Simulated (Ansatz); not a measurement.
## A computed series for Pt: response to strain

Consider Pt in the fcc (Cu type) structure (space group Fm-3m, No. 225; relaxed with 0.1 eV smearing).

```
CELL_PARAMETERS angstrom
      0.00000     1.95989     1.95989
      1.95989     0.00000     1.95989
      1.95989     1.95989     0.00000
ATOMIC_POSITIONS crystal
  Pt 0.00000 0.00000 0.00000
```

Cartesian axes are those of the cell as printed.

Strains are applied to the cell and any free atomic positions relax; under biaxial strain the out-of-plane vector relaxes too.

All numbers come from PBEsol, PAW, 420 eV (Ansatz, a first-principles code; no spin-orbit coupling).

Notes on the quantities. in-plane stress: mean in-plane stress (compression positive); energy relative to the base: free energy F.

```tsv
case	in-plane stress	shortest interatomic distance	energy relative to the base	ratio −ε⊥/ε∥
base	–	5.238 bohr	0 meV/atom	–
biaxial strain −2.50 %, plane normal [001], relaxed out of plane	+8.2 GPa	5.107 bohr	+18 meV/atom	1.38
biaxial strain −2.00 %, plane normal [001], relaxed out of plane	+6.3 GPa	5.133 bohr	+11 meV/atom	1.38
biaxial strain −1.50 %, plane normal [001], relaxed out of plane	+4.5 GPa	5.159 bohr	+6.1 meV/atom	1.38
biaxial strain −1.00 %, plane normal [001], relaxed out of plane	…	5.185 bohr	+2.6 meV/atom	1.39
biaxial strain −0.50 %, plane normal [001], relaxed out of plane	+1.4 GPa	5.212 bohr	+0.6 meV/atom	–
biaxial strain +1.00 %, plane normal [001], relaxed out of plane	-2.3 GPa	5.227 bohr	+2.3 meV/atom	1.41
biaxial strain +2.00 %, plane normal [001], relaxed out of plane	-4.2 GPa	5.217 bohr	+8.4 meV/atom	1.42
biaxial strain +2.50 %, plane normal [001], relaxed out of plane	-4.9 GPa	5.212 bohr	+13 meV/atom	1.43
biaxial strain +3.00 %, plane normal [001], relaxed out of plane	-5.5 GPa	5.207 bohr	…	1.44
```

Q: Fill in the withheld entries from the trend.

A: 
- biaxial strain −1.00 %, plane normal [001], relaxed out of plane, in-plane stress: +2.9 GPa
- biaxial strain +3.00 %, plane normal [001], relaxed out of plane, energy relative to the base: +17 meV/atom

Stability against distortions was not tested. The final runs are not spin-polarised.
